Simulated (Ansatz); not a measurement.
# Pressure series in Al2O3

Consider Al2O3 in the corundum structure (space group R-3c, No. 167; a = 4.808 Å, c = 13.122 Å (hexagonal axes)).

Cell and atoms are relaxed at each pressure.

Level of theory: DFT with PBE, PAW potentials and a 420 eV plane-wave cutoff in Ansatz (a quantum-chemistry and plane-wave program), without spin-orbit coupling, earlier PAW set.

Notes on the quantities. enthalpy: H = E + PV relative to the base's energy.

| case | volume per atom | enthalpy | electron mass |
|---|---|---|---|
| base | 8.76 Å³ | – | 0.38 mₑ along c, 0.37 mₑ across (at Γ) |
| pressure −2 GPa | 8.83 Å³ | -0.11 eV/atom | – |
| pressure −1 GPa | ? | -0.05 eV/atom | 0.38 mₑ along c, 0.36 mₑ across (at Γ) |
| pressure 0.9 GPa | 8.72 Å³ | +0.05 eV/atom | 0.39 mₑ along c, 0.37 mₑ across (at Γ) |
| pressure 2.1 GPa | 8.68 Å³ | +0.11 eV/atom | 0.39 mₑ along c, 0.37 mₑ across (at Γ) |
| pressure 4.5 GPa | ? | +0.24 eV/atom | 0.40 mₑ along c, 0.37 mₑ across (at Γ) |
| pressure 9 GPa | 8.44 Å³ | +0.48 eV/atom | 0.41 mₑ along c, 0.38 mₑ across (at Γ) |
| pressure 15 GPa | 8.26 Å³ | +0.80 eV/atom | 0.42 mₑ along c, 0.39 mₑ across (at Γ) |
| pressure 22.5 GPa | 8.06 Å³ | +1.18 eV/atom | 0.44 mₑ along c, 0.40 mₑ across (at Γ) |
| pressure 30 GPa | 7.88 Å³ | +1.55 eV/atom | 0.45 mₑ along c, 0.41 mₑ across (at Γ) |

Task: Complete the table.

Result: 
- pressure −1 GPa, volume per atom: 8.80 Å³
- pressure 4.5 GPa, volume per atom: 8.59 Å³

The levels and masses belong to the bands next to the band gap. Load acts through the strain it causes; cell and atoms are relaxed under it. Effective masses come from finite differences of ±0.01 Å⁻¹. No phonon test of stability was made. Competing high-pressure phases were not computed.
